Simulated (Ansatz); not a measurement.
Base system: AlAs in the zinc blende structure (space group F-43m, No. 216).

```xyz
2
Lattice="0.0000 2.8371 2.8371 2.8371 0.0000 2.8371 2.8371 2.8371 0.0000" Properties=species:S:1:pos:R:3 pbc="T T T"
As     4.2557     4.2557     4.2557
Al     0.0000     0.0000     0.0000
```

Cartesian axes are those of the cell as printed.

Computed with Ansatz (a first-principles code) PBEsol, spin-orbit coupling left out, earlier PAW set.

Base values:

The smallest direct gap is 1.91 eV and the pressure is 0.01 GPa.

Now apply this change: tensor shear ε_xz = −3.35 % (engineering shear γ = -0.0670); the atoms relax in the strained cell.

Problem. Estimate the effect on the smallest direct gap.

Solution. The smallest direct gap falls by 0.44 eV to 1.47 eV.

Problem. Predict the new pressure.

Solution. The pressure (mean of the normal stresses, compression positive) stays essentially unchanged (0.01 GPa against 0.06 GPa).

Semilocal Kohn–Sham gaps tend to fall short of experiment. Whether these cells are dynamically stable was not tested.
